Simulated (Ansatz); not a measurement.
Take CuI in the zinc blende structure (space group F-43m, No. 216; a = 5.939 Å) as the base.

Method: PBEsol (Ansatz, an electronic-structure program), no SOC.

Base values:

| Item | Value |
|---|---|
| Pressure | 0.00 GPa |

Perturbation: the cell is scaled by 1.0150 in all directions, atoms relaxed at fixed cell.

Problem. Predict the new mean gap deformation potential ΔEg/Δln V.

Solution. The mean gap deformation potential ΔEg/Δln V comes out as -2.7 eV.

Problem. How does this affect the energy relative to the base?

Solution. The energy goes up by 7.7 meV/atom.

Problem. How does this affect the pressure?

Solution. The pressure goes from zero to -1.96 GPa.

With I present, leaving out spin-orbit coupling can change the band edges. The cells carry an imposed strain or load. Stability against distortions was not tested. The final runs are not spin-polarised.
